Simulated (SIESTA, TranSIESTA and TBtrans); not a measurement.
Junction: Ta chain with one bond stretched by 2.0 Å. Leads: straight Ta chain, spacing 2.491 Å. Geometry: as built, not relaxed. Transport runs along z; the first 6 and the last 6 of the 20 atoms are the lead cells, repeated to infinity.

```xyz
20
Lattice="9.000 0.000 0.000 0.000 9.000 0.000 0.000 0.000 51.820" Properties=species:S:1:pos:R:3 pbc="F F T"
Ta     4.500     4.500     0.000
Ta     4.500     4.500     2.491
Ta     4.500     4.500     4.982
Ta     4.500     4.500     7.473
Ta     4.500     4.500     9.964
Ta     4.500     4.500    12.455
Ta     4.500     4.500    14.946
Ta     4.500     4.500    17.437
Ta     4.500     4.500    19.928
Ta     4.500     4.500    22.419
Ta     4.500     4.500    26.910
Ta     4.500     4.500    29.401
Ta     4.500     4.500    31.892
Ta     4.500     4.500    34.383
Ta     4.500     4.500    36.874
Ta     4.500     4.500    39.365
Ta     4.500     4.500    41.856
Ta     4.500     4.500    44.347
Ta     4.500     4.500    46.838
Ta     4.500     4.500    49.329
```
Starting moments (μB): atom 7 +1, atom 8 +1, atom 9 +1, atom 10 +1, atom 11 +1, atom 12 +1, atom 13 +1, atom 14 +1; lead atoms +1 (left) and +1 (right).

Run with TranSIESTA and TBtrans (open boundaries, self-consistent; PseudoDojo norm-conserving potentials, scalar-relativistic): Spin polarized, PAO.BasisSize DZP, PAO.EnergyShift 0.15 eV, XC.Authors PBE, Mesh.Cutoff 200 Ry, ElectronicTemperature 300 K, TS.Voltage 0.0 eV, TBT.Elecs.Eta 0.001 eV.

Energies count from the leads' Fermi level. Transmissions are for each spin. The energy step is 0.01 eV; narrower resonances are cut or missed.

| E (eV) | T up | T down |
|---|---|---|
| -0.20 | 0.542 | 0.622 |
| -0.15 | 0.550 | 0.626 |
| -0.10 | 0.558 | 0.632 |
| -0.05 | 0.566 | 0.640 |
| 0.00 | 0.574 | 0.650 |
| 0.05 | 0.583 | 0.662 |
| 0.10 | 0.592 | 0.675 |
| 0.15 | 0.601 | 0.691 |
| 0.20 | 0.610 | 0.707 |

Q: Give the zero-bias conductance in μS and the resistance at 300 K.

A: At the Fermi level the mean of both spins is (0.574 + 0.650)/2 = 0.612. Averaged with −∂f/∂E over the full grid (kT = 25.9 meV) it is 0.612. With G0 = 2e²/h = 77.48 μS, G = 47.4 μS and R = 1/G = 21.1 kΩ.

Q: The eigenchannels at the Fermi level (both spins) transmit 0.560, 0.00522, 0.00522, 0.645. What Fano factor of the shot noise follows at low temperature and bias?

A: F = Σ τ(1 − τ)/Σ τ = 0.486/1.22 = 0.40.

The magnetic order of the leads was set by the start, and no other order was tried; the separate lead runs end at 1.12 (left) and 1.12 (right) μB an atom. The straight chain is held at its spacing; free chains may zigzag or dimerise. Spin-orbit coupling, left out here, matters for the heavy atoms.
